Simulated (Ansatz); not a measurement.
Data:

End structure of the (10-11) surface of hcp Os in its 1x1 cell, outermost plane spacing 0.35 Å in the ideal cut:

```
CELL_PARAMETERS angstrom
      2.75423     0.00000     0.00000
     -1.37712     4.95795     0.00000
      0.00000     0.00000    27.00000
ATOMIC_POSITIONS crystal
  Os 0.82850 0.65664 0.30377
  Os 0.55470 0.10932 0.31444
  Os 0.21217 0.42439 0.37694
  Os 0.94271 0.88537 0.38915
  Os 0.59456 0.18916 0.45499
  Os 0.32575 0.65152 0.46795
  Os 0.97990 0.95978 0.53205
  Os 0.71109 0.42214 0.54501
  Os 0.36294 0.72593 0.61085
  Os 0.09348 0.18691 0.62306
  Os 0.75095 0.50198 0.68556
  Os 0.47715 0.95466 0.69623
```

Model: 12-atom slab, 10.8 Å thick at the start, 14x8x1 mesh, Fermi-Dirac 0.1 eV, dipole correction, single point; on the structure that PBE left under its start's symmetry; no spin, no spin-orbit, no U.

Q: Predict the work function of the top face from r2SCAN, at the PBE geometry in Ansatz (a program for electronic structure).

A: 5.29 eV

Q: What surface energy (mean of both faces) does r2SCAN, at the PBE geometry give?

A: 3.74 J/m^2
